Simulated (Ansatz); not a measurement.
Habitual settings against a tight run: NiO (Fm-3m, 2 atoms in the cell)

Self-consistent single point.

```xyz
2
Lattice="0.0000 2.1013 2.1013 2.1013 0.0000 2.1013 2.1013 2.1013 0.0000" Properties=species:S:1:pos:R:3 pbc="T T T"
Ni     0.0000     0.0000     0.0000
O      2.1013     2.1013     2.1013
```
Moments meant for the start (each program seeds them in its own way; μB, in the order of the atoms Ni O): 2.0 0.0.

Computed with PBE, PAW files (plane waves; Ansatz, a program for electronic structure).

Base settings: basis.ecutwfc = 420 eV; kpoints.mp_grid.grid = 9 9 9; hamiltonian.xc = pbe; hamiltonian.pseudopotentials = {kind: paw} (an earlier, softer set of the program's PAW files); magnetization.spin_polarized = true; scf.occupations.method = gaussian; scf.occupations.width = 0.02 eV.

Tight run (finer mesh or higher cutoff; not a proven limit): basis.ecutwfc: 420 eV → 590 eV; kpoints.mp_grid.grid: 9 9 9 → 13 13 13; scf.convergence.dr2_threshold: default (1e-07 eV) → 1e-09 eV. It gave Fermi level (on the code's own zero) 13.87 eV; pressure 2.13 GPa; size of the cell's spin moment 1.82 μB.

Quick runs, as changes from the base:
- A: the base itself
- B: basis.ecutwfc: 420 eV → 295 eV; kpoints.mp_grid.grid: 9 9 9 → 4 4 4; scf.occupations.width: 0.02 eV → 0.272 eV

Energies are extrapolated to zero smearing width, which holds to low order in the width alone.

The count of work is k-points × plane waves × bands × iterations; it is no time. 

Pressures in the table are Ansatz's without its Pulay estimate, at a fixed set of plane waves; the tight run's value above holds the estimate.

The starting cell comes from a database of computed structures (which also holds hypothetical and non-ambient phases and stackings), without a prior relaxation at this level. Its lattice was rescaled by a random factor within 2.5 % of one. With one magnetic atom in the cell only a parallel order is possible.

```csv
run,energy less tight (meV/atom),pressure less tight (GPa),size of the net moment less tight (μB/atom),count of work / tight
A,3.9,-0.68,-0.02,0.23
B,367.6,-54.65,-0.18,0.025
```

Among the runs at the tight run's level, the energy misses run from 3.9 to 367.6 meV/atom.

Left out of this page: 2 runs of the series outside the window shown, repeating another row's setting, or not comparable; 1 run of the series with a known weakness of the program; 1 run of the series unsound by tests on forces, stress, charge or solver warnings.

Keys are those of Ansatz 0.2.
